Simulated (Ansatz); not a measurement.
Input:

```xyz
2
Lattice="0.0000 2.6246 2.6246 2.6246 0.0000 2.6246 2.6246 2.6246 0.0000" Properties=species:S:1:pos:R:3 pbc="T T T"
Mg     0.0000     0.0000     0.0000
S      2.6246     2.6246     2.6246
```

Calculation: r2SCAN with spin-orbit coupling, rigid bands (plane waves, PAW; Ansatz, an electronic-structure program). Condition of this run: hydrostatic pressure -2 GPa (the target of the relaxation). How the cell was made: cell and atoms relaxed with r2SCAN, then loaded as said.

**Question.** Predict the hole conductivity mass (n e² τ/σ) at 300 K, by direction if it differs.

**Answer.** 1.25 mₑ.

**Question.** Predict the electron conductivity mass (n e² τ/σ) at 300 K, by direction if it differs.

**Answer.** 0.36 mₑ.

**Question.** And the band gap?

**Answer.** 3.38 eV at this level; semilocal functionals usually fall short of the measured gap.

Rigid bands, one relaxation time for all states, no polarons.
